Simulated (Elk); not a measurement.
A self-consistent single point of Ni (Fm-3m, 1 atom in the cell) with Elk.

Level of theory: PBE, all-electron FP-LAPW, Elk's shipped species files, default APW+lo basis (Elk 10.2.4).

```xyz
1
Lattice="0.0000 1.7547 1.7547 1.7547 0.0000 1.7547 1.7547 1.7547 0.0000" Properties=species:S:1:pos:R:3 pbc="T T T"
Ni     0.0000     0.0000     0.0000
```
Moments meant for the start (each program seeds them in its own way; μB, in the order of the atoms Ni): 1.0.

Reference input (self-consistent single point, DFT, PBE, all-electron FP-LAPW, Elk's shipped species files, default APW+lo basis): xctype = 20; spinpol = true; swidth = 0.00367493 Ha; ngridk = 12 12 12; reducebf = 0.7; nempty = 8 per atom; maxscl = 100; bfcmt = [[0.0, 0.0, -1.0]]. This run's input differs from it in these lines:

```diff
@@ -15,4 +15,7 @@
 
+stype
+  0
+
 swidth
-  0.00367493
+  0.000734986
 
@@ -39,3 +42,3 @@
 ngridk
-  12 12 12
+  20 20 20
```

Output, abridged:

```
│ Self-consistent loop started │
│ Loop number : 1 │
 total energy                :     -1521.95878414
 total moment                :    1.228230078
│ Loop number : 2 │
 total energy                :     -1522.06324083
 total moment                :    1.225878770
RMS change in Kohn-Sham potential (target) :    2.354221131     (  0.1000000000E-05)
Absolute change in total energy (target)   :   0.1044566908     (  0.1000000000E-03)
│ Loop number : 3 │
 total energy                :     -1520.06415521
 total moment                :   0.9187479423
RMS change in Kohn-Sham potential (target) :    1.585514626     (  0.1000000000E-05)
   [... lines left out ...]
│ Loop number : 21 │
 total energy                :     -1520.89002029
 total moment                :  -0.6470215888
RMS change in Kohn-Sham potential (target) :   0.1099888874E-05 (  0.1000000000E-05)
Absolute change in total energy (target)   :   0.2292189765E-04 (  0.1000000000E-03)
│ Loop number : 22 │
 total energy                :     -1520.89001356
 total moment                :  -0.6470186448
RMS change in Kohn-Sham potential (target) :   0.8940189638E-06 (  0.1000000000E-05)
Absolute change in total energy (target)   :   0.1004153319E-05 (  0.1000000000E-03)
Convergence targets achieved

│ Loop number : 23 │

Energies :
 Fermi                       :     0.284689840373
 xc effective B-field        :    -0.107481011756E-01
 external B-field            :      0.00000000000
 total energy                :     -1520.89000812
 (external B-field energy excluded from total)

Density of states at Fermi energy :    46.78662404
 (states/Hartree/unit cell)

Estimated indirect band gap :   0.3294010852E-04
 from k-point     44 to k-point    138
Estimated direct band gap   :   0.5111783996E-03
 at k-point    184

Charges :
 core                        :    12.00000000
 valence                     :    16.00000000
 interstitial                :   0.7880720323
 muffin-tins (core leakage)
  species :    1 (Ni)
   atom    1                 :    27.21192797     (  0.4303121237E-03)
 total in muffin-tins        :    27.21192797
 total calculated charge     :    27.99474169
 total charge                :    28.00000000
 error                       :   0.5258312605E-02

Moments :
 interstitial                :   0.2080012702E-01
 muffin-tins
  species :    1 (Ni)
   atom    1                 :  -0.6678226682
 total in muffin-tins        :  -0.6678226682
 total moment                :  -0.6470225412

│ Self-consistent loop stopped │
```

The run converged in 23 iterations. The count includes the last loop, which Elk runs after its targets are met. Against the reference run the size of the net moment hardly changes (0.63 to 0.65 μB/atom).

The starting cell has typed, rounded lattice constants, without a prior relaxation at this level. Its lattice was rescaled by up to half a per cent. With one magnetic atom in the cell only a parallel order is possible. Values depend on the basis (sphere radii, cutoffs, local orbitals), which need not be converged. The log's line on a gap gives a spacing of levels on this mesh, which the program prints for metals too.

Cost on one core of a shared machine: roughly 30 s.
